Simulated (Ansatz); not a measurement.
Start from SnTe in the rock salt structure (space group Fm-3m, No. 225; a = 6.371 Å).

Level of theory: Ansatz (an electronic-structure program), r2SCAN, PAW, cutoff 500 eV, spin-orbit coupling left out, earlier PAW set.

Base values:

The pressure is 0.00 GPa.

The change: an isotropic linear strain of −2.89 %, atoms relaxed at fixed cell.

Question: What happens to the pressure and energy relative to the base?

Answer: The pressure goes from zero to 4.69 GPa; the energy increases by 37 meV/atom.

Whether these cells are dynamically stable was not tested.
